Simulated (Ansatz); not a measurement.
A computed series for Ge2Sb2Te5: pressure series

Start from Ge$_{2}$Sb$_{2}$Te$_{5}$ (space group P-3m1, No. 164; a = 4.293 Å, c = 17.634 Å).

Cell and atoms are relaxed at each pressure.

Calculations: Ansatz (a quantum-chemistry and plane-wave program) PBE, no SOC.

Candidates:
(a) pressure 15 GPa
(b) pressure 22.5 GPa
(c) pressure 9 GPa

Base values:

c/a ratio: 4.107

**Question.** Order them by c/a ratio, highest first.

**Answer.** (b) pressure 22.5 GPa (4.476), (a) pressure 15 GPa (4.094), (c) pressure 9 GPa (3.998)

A case with no gap was solved on a k-mesh chosen for an insulator, which is coarse for it. Load acts through the strain it causes; cell and atoms are relaxed under it. Whether these cells are dynamically stable was not tested. Competing high-pressure phases were not computed. The final runs are not spin-polarised.
